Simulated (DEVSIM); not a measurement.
Device: Schottky contact on n-type Ge, at 300 K.

| layer (left to right) | material | thickness (μm) | Nd (cm⁻³) | τn (s) | τp (s) |
|---|---|---|---|---|---|
| 1 | Ge | 0.970 | 2.1e15 | 2.4e-6 | 2.4e-6 |

Left contact: Schottky, work function 4.5 eV, emission velocity 6.9e6 cm/s. Right contact: ohmic. Voltage is applied to the left contact. Recombination: SRH at mid-gap, radiative. Mobility is μmin + (μ − μmin)/(1 + (N/Nref)^α).

Constants are typed, rounded textbook-type inputs, not results; the design itself was drawn at random and stands for no fabricated device. Values at 300 K; Nc and Nv go as T^1.5, mobilities as T to minus their exponent, the gap by Varshni's rule with the affinity fixed.

```
parameter               Ge
----------------  --------
gap (eV)             0.664
affinity (eV)            4
permittivity            16
Nc (cm⁻³)          1.04e19
Nv (cm⁻³)             6e18
μn (cm²/Vs)           3900
μp (cm²/Vs)           1900
μn,min                 150
μp,min                 100
Nref,n              2.6e17
Nref,p                4e17
αn                    0.56
αp                     0.6
T exponent of μn      1.66
T exponent of μp      2.33
B (cm³/s)          6.4e-14
Varshni α (eV/K)  0.000477
Varshni β (K)          235
```

Simulated with DEVSIM: 1D drift-diffusion, Boltzmann statistics, complete ionisation; no tunnelling, impact ionisation, image-force lowering or self-heating. Metal contacts follow the ideal Schottky-Mott rule: no Fermi-level pinning, no interface dipoles.

The temperature was swept, all else fixed.

| temperature (K) | largest field in the device at zero bias (V/cm) | potential step across the device at zero bias (V) |
|---|---|---|
| 250 | 12000 | 0.323 |
| 300 | 13000 | 0.280 |
| 350 | 23000 | 0.237 |
| 400 | … | 0.202 |
| 450 | 78000 | 0.194 |
| 500 | 130000 | 0.199 |

Question: Fill in the missing entries.

Answer: 
- 400, largest field in the device at zero bias (V/cm): 44000
